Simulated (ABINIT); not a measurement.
Band structure of GaN (P6_3mc, 4 atoms in the cell).

```
CELL_PARAMETERS angstrom
      3.13759     0.00000     0.00000
     -1.56879     2.71723     0.00000
      0.00000     0.00000     5.10876
ATOMIC_POSITIONS crystal
  Ga 0.66667 0.33333 0.49908
  Ga 0.33333 0.66667 0.99908
  N  0.66667 0.33333 0.87592
  N  0.33333 0.66667 0.37592
```

Computed with PBE, PAW (JTH v2.0 PBE PAW) (plane waves; ABINIT).

Settings: pseudos = [Ga.GGA_PBE-JTH.xml, N.GGA_PBE-JTH.xml]; ecut = 26 Ha; pawecutdg = 52 Ha; pawxcdev = 0; ixc = 11; occopt = 3; tsmear = 0.05 eV; ngkpt = 6 6 4; nshiftk = 1; shiftk = 0 0 0; potentials = JTH v2.0 PBE PAW; kptopt = 1; nstep = 60.

The starting cell comes from a database of computed structures (which also holds hypothetical and non-ambient phases and stackings), without a prior relaxation at this level. Its lattice was rescaled by a random factor within 2.5 % of one.

Task: Predict the gap along the standard path and the places of the band edges.

Result: The gap along the path is 2.22 eV, direct at Γ to within 0.01 eV.

Levels in eV from the top of the valence band on the SCF mesh, bands 15 to 22:
| point | 15 | 16 | 17 | 18 | 19 | 20 | 21 | 22 |
|---|---|---|---|---|---|---|---|---|
| Γ | -1.10 | -0.04 | 0.00 | 0.00 | 2.22 | 4.55 | 9.46 | 10.16 |
| M | -4.42 | -2.92 | -2.34 | -1.06 | 5.19 | 5.82 | 6.18 | 8.98 |
| K | -5.50 | -3.15 | -3.15 | -2.89 | 5.14 | 8.21 | 8.21 | 8.60 |
| A | -0.56 | -0.56 | -0.56 | -0.56 | 4.54 | 4.54 | 8.71 | 8.71 |
| L | -2.06 | -2.06 | -1.99 | -1.99 | 4.54 | 4.54 | 8.05 | 8.05 |
| H | -4.45 | -4.45 | -1.57 | -1.57 | 6.69 | 6.69 | 7.44 | 7.44 |
